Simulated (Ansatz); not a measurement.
Start from HfO$_{2}$ in the fluorite structure (space group Fm-3m, No. 225; a = 5.001 Å). Axes: x, y, z lie along the cube axes.

Level of theory: LDA (Ansatz, a quantum-chemistry and plane-wave program; PAW; 420 eV plane waves; no spin-orbit coupling).

Strains are applied to the cell and any free atomic positions relax.

One change was made to it. Results:

The band gap stays 3.66 eV; the energy rises by 0.6 meV/atom.

Which change produced these results?
A. tensor shear ε_xy = +1.43 %
B. tensor shear ε_xy = +1.71 %
C. tensor shear ε_xy = +0.86 %

C, tensor shear ε_xy = +0.86 %. For comparison, the energy relative to the base in the other runs: tensor shear ε_xy = +1.71 % gives +2.8 meV/atom; tensor shear ε_xy = +1.43 % gives +1.9 meV/atom.

With Hf present, leaving out spin-orbit coupling can change the band edges. Whether these cells are dynamically stable was not tested. This is not the structure that HfO2 has at room temperature and ambient pressure.
